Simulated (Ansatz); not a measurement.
The starting structures come from a database of crystals and need not be the phases stable at ambient conditions.

 Where the default PAW files enter, the runs use the earlier of Ansatz's two default sets.

By LDA and PBEsol, the system below comes out a metal.

Input:

```xyz
1
Lattice="3.9801 0.0000 0.0000 1.8650 3.5161 0.0000 1.9901 1.1971 0.8195" Properties=species:S:1:pos:R:3 pbc="T T T"
Cu     0.0000     0.0000     0.0000
```

Space group of this cell: I4/mmm. The cell is taken as given; by PBEsol its mean pressure is -1.6 GPa.

The current runs along the normal of the first two printed vectors, the (111) plane. All runs by Ansatz (an electronic-structure program), plane waves and PAW, without spin-orbit coupling; the base is PBEsol.

```
run                                                      mean pressure (GPa)  G/A, both spins (10¹⁵ S/m²)
-------------------------------------------------------  -------------------  ---------------------------
base                                                                    -1.6                         1.20
all lengths scaled by 0.98                                               9.6                            ?
all lengths scaled by 1.02                                              -9.6                            ?
lda in place of pbesol                                                  -7.9                         1.21
lengths across the current scaled by 0.98, ions clamped                  5.6                            ?
lengths along the current scaled by 1.03, ions clamped                  -5.7                         1.17
```

Q: Some entries are withheld; supply them.

A: 
- all lengths scaled by 0.98, G/A, both spins (10¹⁵ S/m²): 1.25
- all lengths scaled by 1.02, G/A, both spins (10¹⁵ S/m²): 1.16
- lengths across the current scaled by 0.98, ions clamped, G/A, both spins (10¹⁵ S/m²): 1.23
